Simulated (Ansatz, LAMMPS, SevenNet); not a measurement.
Lattice parameter c of corundum Ga₂O₃ (metastable phase): levels of theory against measurement

Reference value: 13.433 Å (measured, temperature not stated, no zero-point or thermal correction; as tabulated in Marezio, Remeika, J. Chem. Phys. 46, 1862 (1967) (COD 1538347)).

Problem. What do ionic model cherry1995, SevenNet-0, PBE, r²SCAN, HSE06 give, and how far is each from the reference?

Solution. 
```
level (code)                                  value (Å)  difference (%)
--------------------------------------------  ---------  --------------
ionic model cherry1995 (shell model, LAMMPS)     12.917           -3.84
SevenNet-0 (SevenNet)                            13.623           +1.41
PBE (Ansatz)                                     13.623           +1.41
r²SCAN (Ansatz)                                  13.441           +0.06
HSE06 (Ansatz)                                   13.443           +0.07
```

Leaving aside ionic model cherry1995, which can be fitted to such values or carry a doubt: The reference's temperature isn't stated, so close values are not ranked against it.

The reference has no zero-point or thermal correction, while the calculations are for a static lattice, so the differences are not the levels' errors alone. A static lattice is as a rule a little smaller than the measured one.  Cutoffs and k meshes differ between the levels. Ansatz's density-functional and Hartree–Fock values are scalar-relativistic unless marked +SOC, with PAW data made under PBE.

Empirical potentials (ionic model cherry1995) are fitted to chosen data, which need not cover the solid at hand: agreement can be built in, and what lay outside the fit can be far off. Machine-learned potentials (SevenNet-0) are trained on DFT data, which may include these solids.

Differences are worked out from the printed values.

Ansatz is a quantum-chemistry and plane-wave program.
